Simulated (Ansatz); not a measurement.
Consider LiH in the rock salt structure (space group Fm-3m, No. 225; a = 4.005 Å). Axes: x, y, z lie along the cube axes.

All numbers come from r2SCAN/PAW in Ansatz (a program for electronic structure), spin-orbit coupling left out.

Base values:

- Band gap = 3.63 eV
- Smallest direct gap = 3.63 eV
- Electron mass = 0.13 mₑ along k, 0.98 mₑ across (at X)
- Pressure = 0.0 kbar

It is then changed as follows: uniaxial strain ε_yy = −0.84 %, all other strain components held at zero; the atoms relax in the strained cell.

**Question.** How does this affect the band gap, smallest direct gap, electron mass and pressure?

**Answer.** The band gap drops by 0.09 eV (3.63 eV → 3.54 eV); the smallest direct gap drops by 0.02 eV, from 3.63 eV to 3.61 eV; the electron mass is still 0.13 mₑ along k, 0.98 mₑ across (at X); the pressure (mean of the normal stresses, compression positive) goes from zero to 3.1 kbar.

Masses are band curvatures over ±0.01 Å⁻¹ around the edge. Along k means along the line from Γ to the band edge. Whether these cells are dynamically stable was not tested.
